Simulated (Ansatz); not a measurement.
The starting structures come from a database of crystals and need not be the phases stable at ambient conditions.

Tunnelling through a barrier is set by its complex band structure: the current falls as exp(−2κd) with the smallest κ.

Given:

```xyz
20
Lattice="5.5200 0.0000 0.0000 0.0000 7.7747 0.0000 0.0000 0.0000 5.4539" Properties=species:S:1:pos:R:3 pbc="T T T"
Na     0.1371     1.9437     5.4271
Na     5.3829     5.8310     0.0268
Na     2.6229     5.8310     2.7001
Na     2.8971     1.9437     2.7538
Ta     0.0000     3.8874     2.7269
Ta     2.7600     3.8874     0.0000
Ta     2.7600     0.0000     0.0000
Ta     0.0000     0.0000     2.7269
O      1.1639     4.1679     1.1438
O      4.3561     3.6068     4.3101
O      1.5961     3.6068     3.8707
O      3.9239     4.1679     1.5832
O      3.9239     7.4941     1.5832
O      1.5961     0.2806     3.8707
O      4.3561     0.2806     4.3101
O      1.1639     7.4941     1.1438
O      2.6788     1.9437     0.3853
O      2.8412     5.8310     5.0686
O      0.0812     5.8310     3.1122
O      5.4388     1.9437     2.3417
```

Space group of this cell: Pnma. The cell is taken as given; by PBEsol its mean pressure is -0.6 GPa.

Transport runs along the normal of the first two printed cell vectors.

No gap correction and no spin-orbit coupling; mid-gap values are interpolated between computed energies.

Compute, with Ansatz (an electronic-structure program) with PBEsol, the band gap and the smallest decay constant κ at mid-gap.

Gap 2.74 eV on a 6×4×6 mesh; κ = 0.264 1/Å, at the zone centre.
